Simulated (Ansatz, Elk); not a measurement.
An Ansatz (a program for electronic structure) input for a self-consistent single point of TlCl (Pm-3m, 2 atoms in the cell) (DFT, PBE, plane waves, default PAW files):

Ansatz 0.2 input:
```yaml
# TlCl
crystal:
  lattice:
    - [3.76320000, 0.00000000, 0.00000000]
    - [0.00000000, 3.76320000, 0.00000000]
    - [0.00000000, 0.00000000, 3.76320000]
  atoms:
    - { symbol: Tl, position_ang: [0.00000000, 0.00000000, 0.00000000] }
    - { symbol: Cl, position_ang: [1.88160000, 1.88160000, 1.88160000] }
basis:
  ecutwfc: 30.9 Ry
kpoints:
  mp_grid: { grid: [7, 7, 7] }
hamiltonian:
  xc: pbe
  pseudopotentials: { kind: paw }
scf:
  occupations: { method: fermi_dirac, width: 0.0015 Ry }
output:
  forces: true
  eigenvalues: true
  stress: true
```

Question: Write the same calculation as an input for Elk.

Answer: This is the input that was run; spellings and numerical settings could be chosen otherwise.

```
tasks
  0

xctype
  20

rgkmax
  8.0

gmaxvr
  16.0

nxlo
  2

lorbcnd
  .true.

lmaxi
  3

swidth
  0.000734986

maxscl
  100

scale
  7.111417352

avec
    1.0000000000    0.0000000000    0.0000000000
    0.0000000000    1.0000000000    0.0000000000
    0.0000000000    0.0000000000    1.0000000000

atoms
  2
  'Tl.in'
  1
  0.0000000000  0.0000000000  0.0000000000    0.0 0.0 0.0
  'Cl.in'
  1
  0.5000000000  0.5000000000  0.5000000000    0.0 0.0 0.0

ngridk
  7 7 7
```

Basis, cutoffs, solver keys and any potentials are the target program's own. This input uses DFT, PBE, all-electron FP-LAPW, Elk's shipped species files, APW+lo basis with extra local orbitals. The width in Ry is rounded to four decimals. Both were run: gap on the mesh 2.460 eV in Ansatz and 2.430 in Elk.

On Elk: the starting cell has typed, rounded lattice constants, without a prior relaxation at this level. For this run, on top of that: lattice scaled by 0.98. Spin-orbit coupling is off. Values depend on the basis (sphere radii, cutoffs, local orbitals), which need not be converged.

On Ansatz: the starting cell has typed, rounded lattice constants, without a prior relaxation at this level. For this run, on top of that: lattice scaled by 0.98. Spin-orbit coupling is off. With a pressure of about 3 GPa the cell is away from its equilibrium volume at this level.
